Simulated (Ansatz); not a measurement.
The starting structures come from a database of crystals and need not be the phases stable at ambient conditions.

 Where the default PAW files enter, the runs use the earlier of Ansatz's two default sets.

By LDA and PBEsol, the system below comes out a metal.

Given:

```xyz
1
Lattice="4.6118 0.0000 0.0000 -2.3059 3.9939 0.0000 2.3059 1.3313 1.6910" Properties=species:S:1:pos:R:3 pbc="T T T"
Te     0.0000     2.6626     0.8455
```

Space group of this cell: R-3m. The cell is taken as given.

The current runs along the normal of the first two printed vectors, the (001) plane. All runs by Ansatz (an electronic-structure program), plane waves and PAW, without spin-orbit coupling; the base is PBEsol.

```json
[
 {"run": "base", "mean pressure (GPa)": "-0.3", "G/A, both spins (10¹⁵ S/m²)": "1.16"},
 {"run": "all lengths scaled by 0.98", "mean pressure (GPa)": "3.7", "G/A, both spins (10¹⁵ S/m²)": "1.19"},
 {"run": "all lengths scaled by 1.02", "mean pressure (GPa)": "-3.2", "G/A, both spins (10¹⁵ S/m²)": "1.13"},
 {"run": "lda in place of pbesol", "mean pressure (GPa)": "-1.3", "G/A, both spins (10¹⁵ S/m²)": "[?]"},
 {"run": "lengths across the current scaled by 0.98, ions clamped", "mean pressure (GPa)": "2.5", "G/A, both spins (10¹⁵ S/m²)": "[?]"},
 {"run": "lengths across the current scaled by 1.02, ions clamped", "mean pressure (GPa)": "-2.5", "G/A, both spins (10¹⁵ S/m²)": "1.12"},
 {"run": "lengths along the current scaled by 0.97, ions clamped", "mean pressure (GPa)": "1.3", "G/A, both spins (10¹⁵ S/m²)": "1.13"},
 {"run": "lengths along the current scaled by 1.03, ions clamped", "mean pressure (GPa)": "-1.6", "G/A, both spins (10¹⁵ S/m²)": "[?]"}
]
```

What belongs in the gaps?


- lda in place of pbesol, G/A, both spins (10¹⁵ S/m²): 1.17
- lengths across the current scaled by 0.98, ions clamped, G/A, both spins (10¹⁵ S/m²): 1.20
- lengths along the current scaled by 1.03, ions clamped, G/A, both spins (10¹⁵ S/m²): 1.18
